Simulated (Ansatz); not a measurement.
We consider cubic perovskite CsPbBr3 (cubic high-temperature phase), described by PBE-D3(BJ) (plane waves, PAW; Ansatz, a quantum-chemistry and plane-wave program).

Run with plane-wave cutoff 500 eV, 6×6×6 k mesh, gaussian smearing 0.02 eV, scalar-relativistic PAW data made under PBE.

Cell (relaxed at this level):

```
CsPbBr3
1.0
    5.92178     0.00000     0.00000
    0.00000     5.92178     0.00000
    0.00000     0.00000     5.92178
Cs Pb Br
1 1 3
Direct
  0.00000   0.00000   0.00000
  0.50000   0.50000   0.50000
  0.50000   0.00000   0.50000
  0.00000   0.50000   0.50000
  0.50000   0.50000   0.00000
```

### Question
Estimate the band gap that the calculation returns.

### Answer

* **band gap**: 1.63 eV (on the SCF k mesh)

Note: the relaxation could not lower the start's symmetry, so the cell can be a saddle point above a distorted one.

Spin–orbit coupling is not included; with these elements it can move the gap by several tenths of an eV or more.

The computed numbers hold no vibrational or temperature effects.

Computing time: very roughly 40 core-seconds.
